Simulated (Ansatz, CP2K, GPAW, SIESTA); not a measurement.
Code comparison for GaCuGeSe₄ (P1, 7 atoms in the cell)

Self-consistent single point, at a second geometry (atoms moved at random). First geometry:

```
GaCuGeSe4
1.0
   -2.75320     2.75320     5.40529
    2.75320    -2.75320     5.40529
    2.75320     2.75320    -5.40529
Ga Cu Ge Se
1 1 1 4
Direct
  0.50000   0.50000   0.00000
  0.25000   0.75000   0.50000
  0.75000   0.25000   0.50000
  0.11400   0.11832   0.47142
  0.88168   0.35310   0.99568
  0.64690   0.64258   0.52858
  0.35742   0.88600   0.00432
```

Second geometry:
```
CELL_PARAMETERS angstrom
     -2.75320     2.75320     5.40529
      2.75320    -2.75320     5.40529
      2.75320     2.75320    -5.40529
ATOMIC_POSITIONS crystal
  Ga 0.49257 0.49304 0.99945
  Cu 0.25179 0.73805 0.48380
  Ge 0.75162 0.25488 0.50916
  Se 0.12652 0.12107 0.47744
  Se 0.87752 0.36194 0.99969
  Se 0.64662 0.63865 0.52103
  Se 0.35337 0.89238 0.00943
```

Shared settings, as Ansatz (an electronic-structure program) writes them: kpoints.mp_grid.grid = 3 3 3; scf.occupations.method = fixed. Potentials and cutoffs stand in the table.

```json
[
 {"code": "GPAW", "model": "PBEsol, GPAW PAW datasets PBEsol (made by gpaw-setup)", "ΔF from the first geometry (meV/atom)": "17.7", "pressure (GPa)": "-0.02", "largest force (eV/Å)": "1.022", "gap on the mesh (eV)": "0.737", "cutoff": "800 eV"},
 {"code": "CP2K", "model": "PBEsol, GPW, TZVP-MOLOPT-SR-GTH basis, GTH-PBE potentials (GTH_POTENTIALS)", "ΔF from the first geometry (meV/atom)": "16.0", "pressure (GPa)": "1.28", "largest force (eV/Å)": "0.902", "gap on the mesh (eV)": "0.717", "cutoff": "grid 600 Ry"},
 {"code": "Ansatz", "model": "PBEsol, PAW files made with PBE", "ΔF from the first geometry (meV/atom)": "15.8", "pressure (GPa)": "-0.50", "largest force (eV/Å)": "0.884", "gap on the mesh (eV)": "0.720", "cutoff": "30.9 Ry"},
 {"code": "SIESTA", "model": "GGA PBEsol, numerical atomic orbitals DZP, PseudoDojo PBEsol standard norm-conserving potentials (rewritten from UPF to PSML)", "ΔF from the first geometry (meV/atom)": "16.7", "pressure (GPa)": "2.57", "largest force (eV/Å)": "1.102", "gap on the mesh (eV)": "0.686", "cutoff": "grid 400 Ry"}
]
```

Size of the force on each atom (eV/Å): Sizes of forces hide their directions.

```
code      Ga1    Cu2    Ge3    Se4    Se5    Se6    Se7
------  -----  -----  -----  -----  -----  -----  -----
GPAW    0.885  0.418  0.649  1.022  0.412  0.802  0.308
CP2K    0.822  0.459  0.669  0.902  0.623  0.864  0.386
Ansatz  0.804  0.400  0.629  0.884  0.372  0.681  0.360
SIESTA  0.931  0.527  0.754  1.035  0.911  1.102  0.650
```

Gaps are read on the mesh.

The spread over the programs that give each value: ΔF from the first geometry within 1.9 meV/atom; pressure within 3.07 GPa; largest force within 0.218 eV/Å; gap on the mesh within 0.051 eV.

CP2K and SIESTA use small atom-centred bases, whose incompleteness enters pressures, forces and empty levels differently from a plane-wave cutoff. Ansatz's pressure is given at a fixed set of plane waves, as the other plane-wave codes print theirs; with its correction for the finite basis it is -0.47 GPa. In the pressure, CP2K (by 1.54) and SIESTA (by 2.83) lie more than 1 GPa from the median of the plane-wave programs. In the force vectors, CP2K (by 0.264) and SIESTA (by 0.562) lie more than 0.08 eV/Å from the median of the plane-wave programs.

The starting cell comes from a database of computed structures (which also holds hypothetical and non-ambient phases and stackings), without a prior relaxation at this level. For this run, on top of that: atoms moved at random.

Keys are those of Ansatz 0.2.
